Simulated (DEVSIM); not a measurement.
# GaAs p-n junction from an implanted or diffused profile

System: GaAs p-n junction from an implanted or diffused profile, at 300 K.

```csv
layer (left to right),material,thickness (μm),Nd (cm⁻³),τn (s),τp (s)
1,GaAs,4.20,1.4e14,9.4e-8,9.4e-8
```

Added acceptor profile: 1.9e16 cm⁻³ × exp(−(x − 0 μm)²/(2·(0.022 μm)²)). Left contact: ohmic. Right contact: ohmic. Voltage is applied to the left contact. Recombination: SRH at mid-gap. Mobility is μmin + (μ − μmin)/(1 + (N/Nref)^α).

The device is made up for the run: typed textbook-type constants, with dimensions and the other settings drawn at random. Values at 300 K.

```csv
parameter,GaAs
gap (eV),1.424
affinity (eV),4.07
permittivity,12.9
Nc (cm⁻³),4.7e17
Nv (cm⁻³),9e18
μn (cm²/Vs),8500
μp (cm²/Vs),400
"μn,min",500
"μp,min",20
"Nref,n",6e16
"Nref,p",1.5e17
αn,0.39
αp,0.38
```

Model (solved in DEVSIM): 1D drift-diffusion, Boltzmann statistics, complete ionisation; no tunnelling, impact ionisation, image-force lowering or self-heating.

```json
{
  "potential_step_across_the_device_at_zero_bias": "1.055 V",
  "Dark forward voltage at 1 A/cm²": "0.881 V",
  "Dark forward voltage at 100 A/cm²": "1.086 V"
}
```

Dark forward current:

(V (V), J (A/cm²)): (0.05, 7.1e-11); (0.10, 2.5e-10); (0.20, 2.0e-9); (0.25, 5.6e-9); (0.30, 1.6e-8); (0.40, 1.3e-7); (0.45, 4.1e-7); (0.55, 6.2e-6); (0.60, 3.2e-5); (0.65, 0.00019); (0.75, 0.0077); (0.80, 0.051); (0.85, 0.33); (0.95, 8.9); (1.00, 28); (1.10, 120); (1.15, 190); (1.20, 260); (1.30, 410); (1.35, 480); (1.40, 550); (1.50, 680); (1.55, 740); (1.65, 850); (1.70, 910); (1.75, 960); (1.85, 1100); (1.90, 1100)
